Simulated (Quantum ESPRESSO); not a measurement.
Equation of state of fcc Ag (space group 225): energy against volume (Quantum ESPRESSO, PBE)

```xyz
1
Lattice="0.0000 2.0086 2.0086 2.0086 0.0000 2.0086 2.0086 2.0086 0.0000" Properties=species:S:1:pos:R:3 pbc="T T T"
Ag     0.0000     0.0000     0.0000
```

Method of the run: PBE, GBRV 1.5 ultrasoft (PBE) pseudopotentials (plane waves; Quantum ESPRESSO). Settings: ecutwfc = 52 Ry; ecutrho = 416 Ry; occupations = smearing; smearing = fd; degauss = 0.0036749 Ry; potentials = {Ag: ag_pbe_v1.4.uspp.F.UPF}; K_POINTS = automatic 24 24 24 0 0 0; conv_thr = 1e-10 Ry; mixing_beta = 0.3. The cell above is the first row's. The rows scale it uniformly. In all rows the k mesh is held. E is the free energy at the stated smearing, counted from the lowest row.

```csv
V (Å^3/atom),E (meV/atom)
16.208,54.42
16.561,32.05
16.913,16.18
17.265,6.00
17.618,0.82
17.970,0.00
18.322,3.01
18.675,9.37
19.027,?
```

Question: Fit E against V with the third-order Birch-Murnaghan form, a cubic in V^(-2/3), and predict the withheld value at V = 19.027.

Answer: With u = V^(-2/3) - 0.149, the rows have u = 0.007140, 0.004913, 0.002770, 0.000700, -0.001306, -0.003241, -0.005114, -0.006933. Least squares gives E = 3.688 + 2928.88·u + 562601·u² + 3148726·u³. Residuals (row less fit): -0.007, 0.019, -0.005, -0.015, 0.005, 0.002, 0.008, -0.005; standard error 0.014 (degrees of freedom: 4). Its minimum lies at u = -0.002662, so V0 = (0.146338)^(-3/2) = 17.86. There d²E/du² = 1075000 and d³E/du³ = 1.889e7, so B0 = (4/9) × 17.86^(-7/3) × 1075000 × 0.160218 = 91.8 GPa (the last factor turns the table's units into GPa), and B0' = 4 + (2/3) × 0.146338 × (1.889e7)/1075000 = 5.7. The program's pressures in the fitted runs (not shown) pass through zero at V = 17.86, 0.03 % from this V0. At the withheld row, u = -0.008691, so E = 3.688 + 2928.88 × (-0.008691) + 562601 × (-0.008691)² + 3148726 × (-0.008691)³ = 18.661 meV/atom. The calculation gives 18.65 meV/atom, 0.011 meV/atom below the prediction (under 0.05 % of the range of E in the table). The row lies outside the fitted rows, so this is an extrapolation. From the scatter of the fitted rows alone, a prediction at this place has a standard error of 0.034 meV/atom, so the miss is 0.3 times that.

Carrying the step between the two nearest rows on in a straight line would have given 15.71, off by 2.94; series whose last step already gives the withheld value aren't shown. The scan was laid around a cell of about the measured size, scaled by a guess for this functional. Cutoffs and mesh are single choices, not tested for convergence of this quantity. Series with a scatter that would blur these digits, or in which a gap closes, are not shown. Nor are scans whose minimum lies at an end fitted in this form.
